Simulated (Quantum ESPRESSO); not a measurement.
Equation of state of fcc Rh (space group 225): energy against volume (Quantum ESPRESSO, PBE)

```
CELL_PARAMETERS angstrom
      0.00000     1.86622     1.86622
      1.86622     0.00000     1.86622
      1.86622     1.86622     0.00000
ATOMIC_POSITIONS crystal
  Rh 0.00000 0.00000 0.00000
```

Level of theory: PBE, PSlibrary PAW (PBE) pseudopotentials (plane waves; Quantum ESPRESSO). Settings: ecutwfc = 78 Ry; ecutrho = 546 Ry; occupations = smearing; smearing = fd; degauss = 0.0036749 Ry; potentials = {Rh: Rh.pbe-spn-kjpaw_psl.1.0.0.UPF}; K_POINTS = automatic 26 26 26 0 0 0; conv_thr = 1e-10 Ry; mixing_beta = 0.3. The cell above is the first row's. The rows scale it uniformly. In all rows the k mesh is held. E is the free energy at the stated smearing, counted from the lowest row.

| V (Å^3/atom) | E (meV/atom) |
|---|---|
| 12.999 | 74.53 |
| 13.282 | 38.10 |
| 13.564 | 14.51 |
| 13.847 | 2.23 |
| 14.130 | 0.00 |
| 14.412 | 6.59 |
| 14.695 | 20.97 |
| 14.977 | 42.24 |
| 15.260 | ? |

Problem. Using the third-order Birch-Murnaghan form, a cubic in V^(-2/3), estimate the missing E at V = 15.260 from the other rows, showing the fit.

Solution. With u = V^(-2/3) - 0.172, the rows have u = 0.008881, 0.006303, 0.003823, 0.001419, -0.000905, -0.003144, -0.005319, -0.007418. Least squares gives E = -0.243 + 519.31·u + 863667·u² + 2926170·u³. Residuals (row less fit): -0.008, 0.025, -0.019, -0.011, 0.008, 0.020, -0.019, 0.005; standard error 0.022 (degrees of freedom: 4). Its minimum lies at u = -0.000301, so V0 = (0.171699)^(-3/2) = 14.06. There d²E/du² = 1722000 and d³E/du³ = 1.756e7, so B0 = (4/9) × 14.06^(-7/3) × 1722000 × 0.160218 = 257 GPa (the last factor turns the table's units into GPa), and B0' = 4 + (2/3) × 0.171699 × (1.756e7)/1722000 = 5.2. The program's pressures in the fitted runs (not shown) pass through zero at V = 14.01, 0.32 % from this V0. At the withheld row, u = -0.009459, so E = -0.243 + 519.31 × (-0.009459) + 863667 × (-0.009459)² + 2926170 × (-0.009459)³ = 69.643 meV/atom. The calculation gives 69.55 meV/atom, 0.093 meV/atom below the prediction (0.1 % of the range of E in the table). The row lies outside the fitted rows, so this is an extrapolation. From the scatter of the fitted rows alone, a prediction at this place has a standard error of 0.054 meV/atom, so the miss is 1.7 times that.

Carrying the step between the two nearest rows on in a straight line would have given 63.59, off by 5.96; series whose last step already gives the withheld value aren't shown. The scan was laid around a cell of about the measured size, scaled by a guess for this functional. Spin polarisation is off. Cutoffs and mesh are single choices, not tested for convergence of this quantity. Series with a scatter that would blur these digits, or in which a gap closes, are not shown. Nor are scans whose minimum lies at an end fitted in this form.
